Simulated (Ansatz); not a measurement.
**PBE against PBEsol: hypothetical P6_422 BP, isotropic strain +0.51 %**

Consider BP (space group P6_422, No. 181; a = 3.2789 Å, c = 6.9954 Å; a hypothetical phase, not in the database extracts checked).

(Cell as relaxed with PBE.)

Levels (all Ansatz, a program for electronic structure, PAW): PBE (420 eV, no SOC); PBEsol (420 eV, scalar-relativistic without spin-orbit coupling).

Each level relaxes its own structure.

| base | PBE | PBEsol |
|---|---|---|
| volume per atom | 10.86 Å³ | 10.64 Å³ |
| lattice parameter a | 3.279 Å | 3.260 Å |
| band gap | zero | zero |

Modification: an isotropic linear strain of +0.51 %, atoms relaxed at fixed cell.

```json
[
 {"quantity": "energy relative to the base (free energy F)", "PBE": "+1.3 meV/atom", "PBEsol": "?"},
 {"quantity": "pressure (mean of the normal stresses, compression positive)", "PBE": "-2.5 GPa", "PBEsol": "?"}
]
```

Q: Predict the PBEsol column.

A: 
- energy relative to the base (free energy F), PBEsol: +1.4 meV/atom
- pressure (mean of the normal stresses, compression positive), PBEsol: -2.7 GPa

The two differ in detail. Neither level is exact; PBEsol is the comparison here, not a measurement.

The mesh was chosen for an insulator and is coarse for the gapless case. Whether these cells are dynamically stable was not tested. The base started in P3_121 and relaxed to P6_422 at this level. The final runs are not spin-polarised. Gaps under 0.05 eV, about the width of the smearing, are given as zero. A zero or small gap of BP can be the functional's error rather than a property of the material.
